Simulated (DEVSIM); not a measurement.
Structure: TaN/La2O3/n-Si capacitor, at 300 K.

Layer 1 from the left is La2O3, thickness (nm) 12.0. Layer 2 from the left is Si, thickness (nm) 1400, Nd (cm⁻³) 1.6e17.

Metal gate on the left, work function 4.4 eV. Fixed charge at the semiconductor interface -3.9e11 cm⁻² (in units of +e); interface traps 3e11 cm⁻² eV⁻¹, uniform in energy, neutral level at 0.3 of the gap above the valence band.

The device is made up for the run: typed textbook-type constants, with dimensions and the other settings drawn at random. Values at 300 K.

La2O3: gap (eV) 5.8, affinity (eV) 1.8, permittivity 27. Si: gap (eV) 1.124, affinity (eV) 4.05, permittivity 11.7, Nc (cm⁻³) 2.86e19, Nv (cm⁻³) 3.1e19.

Model (solved in DEVSIM): 1D Poisson equation in equilibrium, Boltzmann statistics, complete ionisation; no quantum confinement or tunnelling. Metal contacts follow the ideal Schottky-Mott rule: no Fermi-level pinning, no interface dipoles.

**Question.** What does the simulation give for the minimum of the low-frequency capacitance, the flat-band voltage, the threshold voltage (band bending 2φF)?

**Answer.** minimum of the low-frequency capacitance 0.170 μF/cm²; flat-band voltage 0.26 V; threshold voltage (band bending 2φF) -0.72 V.
